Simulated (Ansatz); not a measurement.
# Au: transverse stress against strain

Au (fcc, Fm-3m, 17.016 Å³/atom at rest, cube axes along x, y and z) under a strain ε along a cube axis (axis z), the other axes held. PBEsol in Ansatz, a plane-wave DFT program (PAW, default set), 420 eV, 28×28×28 Γ-centred mesh, Fermi-Dirac smearing 0.10 eV; ions are relaxed within the symmetry of each cell. Stress is positive for a compressed cell.

Here s stands for strain and y for stress xx.

```
strain (%)  stress xx (GPa)
----------  ---------------
-1.50                  2.61
-1.00                  1.71
-0.50                  0.84
0.00                   0.00
0.50                  -0.81
1.00                  -1.58
1.50                  -2.33
3.00                      ?
```

Problem. Using a straight line, estimate the missing y at s = 3.00 from the other rows, showing the fit.

Solution. Means: s 0, y 0.063. About the means, the sum of products is -11.525 and the sum of squares of s is 7.0000; the slope is their ratio. Least squares gives y = 0.063 - 1.6464·s. Residuals (row less fit): 0.077, 0.001, -0.046, -0.063, -0.050, 0.003, 0.077; standard error 0.064 (degrees of freedom: 5). The slope gives the elastic constant C12 = 165 ± 2 GPa. At the withheld row, y = 0.063 - 1.6464 × 3.0 = -4.876 GPa. The calculation gives -4.41 GPa, 0.466 GPa above the prediction (6.6 % of the range of y in the table). The row lies outside the fitted rows, so this is an extrapolation. From the scatter of the fitted rows alone, a prediction at this place has a standard error of 0.100 GPa, so the miss is 4.7 times that.

One order more, fitted to all 13 runs of the series, follows each within 0.02, so the miss is the next term of a smooth law. In a metal these values are sensitive to mesh and smearing; energies are taken to zero smearing, stresses follow the free energy. Rows are the converged runs of the series near zero and its far end; series whose fitted rows scatter by over a few per cent of the range, as at a crossing or softening among them, aren't shown in this form. Most that stay on the fit to the last digits aren't either.
